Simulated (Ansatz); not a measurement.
Start from TiC in the rock salt structure (space group Fm-3m, No. 225; a = 4.329 Å).

Calculations: DFT with r2SCAN, PAW potentials and a 500 eV plane-wave cutoff in Ansatz (a quantum-chemistry and plane-wave program), without spin-orbit coupling, earlier PAW set.

One change was made to it. Results:

The lattice parameter a increases by 0.7590 Å (4.329 Å → 5.087 Å); the band gap is still zero.

Problem. Which of these changes matches the shifts?
(A) C → Sn
(B) C → Os
(C) C → Mo

Solution. B, C → Os. For comparison, the lattice parameter a in the other runs: C → Mo gives 5.162 Å; C → Sn gives 5.585 Å.

Spin-orbit coupling, missing from the scalar runs, can matter with Os. No phonon test of stability was made. As relaxed here, TiOs, TiMo and TiSn are hypothetical phases, not in the database extracts checked. The final runs are not spin-polarised.
